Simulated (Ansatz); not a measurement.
Results of r²SCAN in Ansatz (plane waves, PAW) for L1₂ (Cu3Au-type) Ni3Al.

Settings: plane-wave cutoff 600 eV, 12×12×12 k mesh, Fermi–Dirac smearing 0.1 eV, finite displacements, spin-polarised with parallel moments, scalar-relativistic PAW data made under PBE.

Computed at the level's own relaxed cell.

```
CELL_PARAMETERS angstrom
      3.52625     0.00000     0.00000
      0.00000     3.52625     0.00000
      0.00000     0.00000     3.52625
ATOMIC_POSITIONS crystal
  Al 0.00000 0.00000 0.00000
  Ni 0.00000 0.50000 0.50000
  Ni 0.50000 0.00000 0.50000
  Ni 0.50000 0.50000 0.00000
```

Harmonic phonon frequencies (cm⁻¹; i marks an imaginary mode):

```tsv
q point	frequencies
Γ	0 0 0 217 217 217 237 237 237 345 345 345
X	152 152 183 183 213 216 227 265 265 326 326 326
M	144 163 164 164 210 210 224 264 267 319 336 336
```

No imaginary mode appears at these points.

Ansatz is a quantum-chemistry and plane-wave program.
